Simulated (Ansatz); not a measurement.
The parent structure is TiB2 (space group P6/mmm, No. 191; a = 3.0173 Å, c = 3.1849 Å). Axes: x lies along a and z along c of the hexagonal cell.

Structures relaxed with Ansatz (a quantum-chemistry and plane-wave program) PBEsol, spin-orbit coupling left out, earlier PAW set.

Base:

Simulated powder pattern, Cu Kα1, λ = 1.54056 Å (kinematic, ideal powder, no thermal factors, no anomalous dispersion; the 10 strongest lines at most, above 2 %, up to 2θ = 90°):

| 2θ (°) | I/Imax (%) | hkl |
|---|---|---|
| 27.99 | 20 | (001) |
| 34.29 | 58 | (100) |
| 44.83 | 100 | (101) |
| 57.85 | 9.1 | (002) |
| 61.40 | 22 | (110) |
| 68.80 | 8.7 | (111) |
| 69.01 | 13 | (102) |
| 72.25 | 5.5 | (200) |
| 79.17 | 15 | (201) |
| 89.39 | 15 | (112) |

Perturbation: the symmetric strain tensor [0.0007 0.0140 -0.0016; 0.0140 0.0093 0.0039; -0.0016 0.0039 0.0171]; the atoms relax in the strained cell.

Question: Where do the lines fall after the change?

Answer: 
Simulated powder pattern, Cu Kα1, λ = 1.54056 Å (kinematic, ideal powder, no thermal factors, no anomalous dispersion; the 10 strongest lines at most, above 2 %, up to 2θ = 90°):

| 2θ (°) | I/Imax (%) | hkl |
|---|---|---|
| 27.51 | 58 | (001) |
| 33.78 | 57 | (100) |
| 33.97 | 56 | (010) |
| 34.62 | 53 | (1 -1 0) |
| 44.08 | 100 | (011) |
| 44.12 | 50 | (1 0 -1) |
| 44.43 | 49 | (0 1 -1) |
| 44.62 | 48 | (-1 1 1) |
| 44.93 | 47 | (1 -1 1) |
| 56.79 | 27 | (002) |

The indices refer to the base's conventional cell; one index is shown for lines that coincide. The space group is now P-1 (No. 2).

Whether these cells are dynamically stable was not tested. All final runs are without spin polarisation.
